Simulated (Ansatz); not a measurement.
GaP: response to strain

The reference is GaP in the zinc blende structure (space group F-43m, No. 216; a = 5.4513 Å). Axes: x, y, z lie along the cube axes.

Strains are applied to the cell and any free atomic positions relax; under biaxial strain the out-of-plane vector relaxes too.

All numbers come from r2SCAN (Ansatz, an electronic-structure program, PAW, scalar-relativistic without spin-orbit coupling).

Notes on the quantities. energy relative to the base: free energy F.

```csv
"biaxial strain, plane normal [001], relaxed out of plane (%)",energy relative to the base (meV/atom)
0,0.0
0.5,0.5
1,1.9
1.5,?
2,7.3
2.5,11.3
3,16.1
```

Question: Fit ΔE = Aε² + Bε³ (ε in %) to the rows shown and predict the withheld row.

Answer: Least squares on the printed values gives A = 1.91 and B = -0.041 meV/atom (largest residual 0.0 meV/atom); this predicts 4.2 meV/atom, and the run gives 4.2 meV/atom, in agreement.

Stability against distortions was not tested.
